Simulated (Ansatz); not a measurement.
Take Si in the diamond structure (space group Fd-3m, No. 227; a = 5.470 Å) as the base.

(Cell as relaxed with PBE.)

Levels (all Ansatz, a quantum-chemistry and plane-wave program, PAW, earlier PAW set): PBE (420 eV, spin-orbit coupling left out); r2SCAN (500 eV, scalar-relativistic without spin-orbit coupling).

Each level relaxes its own structure.

```tsv
base	PBE	r2SCAN
volume per atom	20.46 Å³	20.17 Å³
lattice parameter a	5.470 Å	5.444 Å
band gap	0.61 eV	0.78 eV
```

It is then changed as follows: a hydrostatic pressure of 1.5 GPa.

```tsv
quantity	PBE	r2SCAN
shortest interatomic distance	2.356 Å	…
hole mass (degenerate bands, along [100])	0.17, 0.27, 0.27 mₑ (at Γ)	…
gap character	indirect, Γ → Γ–X (87 % along)	…
```

What does r2SCAN give?


- shortest interatomic distance, r2SCAN: 2.346 Å
- hole mass (degenerate bands, along [100]), r2SCAN: 0.18, 0.25, 0.25 mₑ (at Γ)
- gap character, r2SCAN: indirect, Γ → Γ–X (87 % along)

PBE's shortest interatomic distance lies 0.010 Å above r2SCAN's (0.4 %); the two agree on the gap character. Neither level is exact; r2SCAN is the comparison here, not a measurement.

Load acts through the strain it causes; cell and atoms are relaxed under it. Masses are band curvatures over ±0.01 Å⁻¹ around the edge. Stability against distortions was not tested.
